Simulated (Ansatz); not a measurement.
The starting structures come from a database of crystals and need not be the phases stable at ambient conditions.

The decay constant κ of evanescent states in the gap governs leakage through a thin film.

Given:

```
CELL_PARAMETERS angstrom
      7.69933     0.00000     0.00000
      0.00000    10.47792     0.00000
      0.00000     5.23896     3.02471
ATOMIC_POSITIONS crystal
  Ba 0.00000 0.00000 0.00000
  Ba 0.70018 0.33333 0.00000
  Ba 0.29982 0.66667 0.00000
  Sr 0.50000 0.00000 0.00000
  Nb 0.16840 0.33333 0.00000
  Nb 0.83160 0.66667 0.00000
  O  0.30069 0.64570 0.53145
  O  0.69931 0.35430 0.46855
  O  0.30069 0.17715 0.00000
  O  0.69931 0.82285 0.00000
  O  0.30069 0.17715 0.46855
  O  0.69931 0.82285 0.53145
  O  0.00000 0.50000 0.50000
  O  0.00000 0.00000 0.50000
  O  0.00000 0.50000 0.00000
```

Space group of this cell: P-3m1. The cell is taken as given; by r2SCAN its mean pressure is -5.7 GPa.

Transport runs along the normal of the first two printed cell vectors, the (110) plane of the conventional cell.

The gap is the functional's own, uncorrected, and κ follows it; spin-orbit coupling is left out. Mid-gap values are interpolated between the computed energies.

Estimate the band gap and the smallest decay constant κ at mid-gap that r2SCAN (Ansatz, an electronic-structure program) returns for this system.

Gap 3.25 eV on a 4×10×10 mesh; κ = 0.322 1/Å, at the zone centre.
